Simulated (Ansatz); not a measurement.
An Ansatz (a program for electronic structure) run: Nb with a change (uniaxial strain ε_yy = −1.13 %); DFT with PBEsol, PAW potentials and a 420 eV plane-wave cutoff in Ansatz, scalar-relativistic without spin-orbit coupling, earlier PAW set.

Input:

Ansatz 0.2 input:
```yaml
crystal:
  lattice:
    - [-1.63644627, 1.6179544271, 1.63644627]
    - [1.63644627, -1.6179544271, 1.63644627]
    - [1.63644627, 1.6179544271, -1.63644627]
  atoms:
    - { symbol: Nb, position: [0, 0, 0] }
basis: { ecutwfc: 420, ecutrho_ratio: 4, xc_grid: 2, fft_grid_basis: typed }
kpoints: { mp_grid: { grid: [28, 28, 28] } }
hamiltonian:
  xc: pbesol
  dispersion: none
  pseudopotentials: { azcp: { folder: ./paw }, kind: paw }
scf: { occupations: { method: fermi_dirac, width: 0.1 }, convergence: { dr2_threshold: 0.0000000001 } }
relax: { f_tol: 0.005, max_steps: 50 }
output: { forces: true, stress: true }
checkpoint: { write: state.ck, write_every: 1000 }
```

Output (explanatory and most iteration lines left out):

```
Relaxation: its limit of steps is 50 (relax.max_steps)
Pseudopotential: Nb, paw, valence charge 13
Crystal: 1 atoms, lattice volume = 17.331 Å³
Basis set: ecut = 420 eV, 321 PW (Γ), exchange–correlation on 40×40×40 points (8 copies of the dense FFT grid, shifted against one another)
Bands: 11, of which v1, the nominal top of the filled ones, is band 7 counted from 1 (6 counted from 0)
Symmetry: 16 space group operations
Space group: I4/mmm (ITA 139), of the structure as read, at distance tolerance 2.6e-5 Å
k-points: 1639 of 21952
Functional: x = pbesol(κ = 0.804, μ = 0.12345679012345678), c = pbesol(β = 0.046)
SCF iter   1: F=—  HF=-4495.988916 eV  |F-HF|=—  |Δ(HF+E_count)|=         —  Δρ=8.04e-2  dr2=1.21e0  ethr=3.10e-3  ⟨swp⟩=5.0  Hψ=97276  notcnv=0
SCF iter   2: F=—  HF=-4495.516034 eV  |F-HF|=—  |Δ(HF+E_count)|=   4.73e-1  Δρ=2.60e-2  dr2=5.05e-2  ethr=3.10e-3  ⟨swp⟩=2.7  Hψ=48219  notcnv=0  defer=55
SCF 1 converged in 7 iterations: F = -4495.505455 eV  dr2 = 4.06e-11
relax step   1: F+E_penalty+E_count = -4495.50545462 eV  Δ(F+E_penalty+E_count) = +0.000e0 eV  max|allowed force component| = 0.000e0 eV/Å  Δτ_max = 0.0000 Å  (7 SCF iters, accepted)
SCF converged after 7 iterations
Free energy (F): -4495.505455 eV
Internal energy: -4495.459210 eV  (E = F + TS)
E sigma→0 (E₀):  -4495.482332 eV
Entropy (-TS):   -0.046245 eV (-46.245 meV/atom)
Fermi energy:    18.479942 eV
--- Forces (eV/Å), atoms counted from 1 ---
  atom   1  Nb     0.00000000     0.00000000     0.00000000
--- Stress (GPa, compression-positive) ---
        1.643125       0.000000       0.000000
        0.000000       3.029203       0.000000
        0.000000       0.000000       1.643125
  P = ⅓ Tr σ = 2.1052 GPa (21.052 kbar)
--- Relaxed structure (1 steps of the walk, 1 accepted, 0 SCFs on fresh bases) ---
  atoms:
    - { symbol: Nb, position: [0.0, 0.0, 0.0] }
```

Stability against distortions was not tested. The final runs are not spin-polarised. The cell was made from Nb in the bcc (W type) structure (space group Im-3m, No. 229) by this change: uniaxial strain ε_yy = −1.13 %.
